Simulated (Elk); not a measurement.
Worked example: self-consistent single point of TaAs (I4_1md, 4 atoms in the cell) in Elk.

Method: PBE, all-electron FP-LAPW, Elk's shipped species files, APW+lo basis with extra local orbitals (Elk 10.2.4).

The change in words: lattice scaled by 0.98. Reference geometry:
```xyz
4
Lattice="-1.7476 1.7476 5.9560 1.7476 -1.7476 5.9560 1.7476 1.7476 -5.9560" Properties=species:S:1:pos:R:3 pbc="T T T"
Ta     1.7476     0.0000     5.9556
Ta     0.0000     0.0000     8.9336
As     1.7476     0.0000     0.9843
As     0.0000     0.0000     3.9623
```

Reference input (self-consistent single point, DFT, PBE, all-electron FP-LAPW, Elk's shipped species files, APW+lo basis with extra local orbitals): xctype = 20; rgkmax = 7.5; swidth = 0.00367493 Ha; ngridk = 8 8 8; gmaxvr = 16 1/bohr; nxlo = 2; lorbcnd = true; rmtscf = 0.9; lmaxi = 2; maxscl = 100. This run's input differs from it in these lines:

```diff
@@ -31,5 +31,5 @@
 avec
-   -3.3025647439    3.3025647439   11.2551313195
-    3.3025647439   -3.3025647439   11.2551313195
-    3.3025647439    3.3025647439  -11.2551313195
+   -3.2365131467    3.2365131467   11.0300290333
+    3.2365131467   -3.2365131467   11.0300290333
+    3.2365131467    3.2365131467  -11.0300290333
```

Log, with long lists cut:

```
│ Self-consistent loop started │
│ Loop number : 1 │
 total energy                :     -35776.3089521
│ Loop number : 2 │
 total energy                :     -35776.8502813
RMS change in Kohn-Sham potential (target) :   0.1747633609     (  0.1000000000E-05)
Absolute change in total energy (target)   :   0.5413291603     (  0.1000000000E-03)
│ Loop number : 3 │
 total energy                :     -35777.0838915
RMS change in Kohn-Sham potential (target) :   0.1685668610     (  0.1000000000E-05)
Absolute change in total energy (target)   :   0.3689424953     (  0.1000000000E-03)
│ Loop number : 4 │
   [... lines left out ...]
Absolute change in total energy (target)   :   0.1117017746E-03 (  0.1000000000E-03)
│ Loop number : 14 │
 total energy                :     -35774.8910923
RMS change in Kohn-Sham potential (target) :   0.3926149664E-06 (  0.1000000000E-05)
Absolute change in total energy (target)   :   0.2958411569E-03 (  0.1000000000E-03)
│ Loop number : 15 │
 total energy                :     -35774.8910986
RMS change in Kohn-Sham potential (target) :   0.5615713946E-07 (  0.1000000000E-05)
Absolute change in total energy (target)   :   0.8017169603E-04 (  0.1000000000E-03)
Convergence targets achieved

│ Loop number : 16 │

Energies :
 Fermi                       :     0.433975965009
 total energy                :     -35774.8910977

Density of states at Fermi energy :    21.42392860
 (states/Hartree/unit cell)

Estimated indirect band gap :   0.1548166039E-02
 from k-point     88 to k-point     84
Estimated direct band gap   :   0.3230444711E-02
 at k-point     88

Charges :
 core                        :    128.0000000
 valence                     :    84.00000000
 interstitial                :    8.201013835
 muffin-tins (core leakage)
  species :    1 (Ta)
   atom    1                 :    70.87880247     (  0.1554011277E-05)
   atom    2                 :    70.87880247     (  0.1554011277E-05)
  species :    2 (As)
   atom    1                 :    31.02069061     (  0.6260284573E-03)
   atom    2                 :    31.02069061     (  0.6260284573E-03)
 total in muffin-tins        :    203.7989862
 total calculated charge     :    211.9776985
 total charge                :    212.0000000
 error                       :   0.2230153929E-01

│ Self-consistent loop stopped │
```

The run converged in 16 iterations. The count includes the last loop, which Elk runs after its targets are met. Against the reference run the free energy rises by 6.6 meV/atom.

The starting cell comes from a database of computed structures (which also holds hypothetical and non-ambient phases and stackings), without a prior relaxation at this level. Its lattice was rescaled by a random factor within 2.5 % of one. For this run, on top of that: lattice scaled by 0.98. Spin-orbit coupling is off. Spin polarisation is off. Values depend on the basis (sphere radii, cutoffs, local orbitals), which need not be converged. The log's line on a gap gives a spacing of levels on this mesh, which the program prints for metals too.

Cost on one core of a shared machine: roughly 4 min.
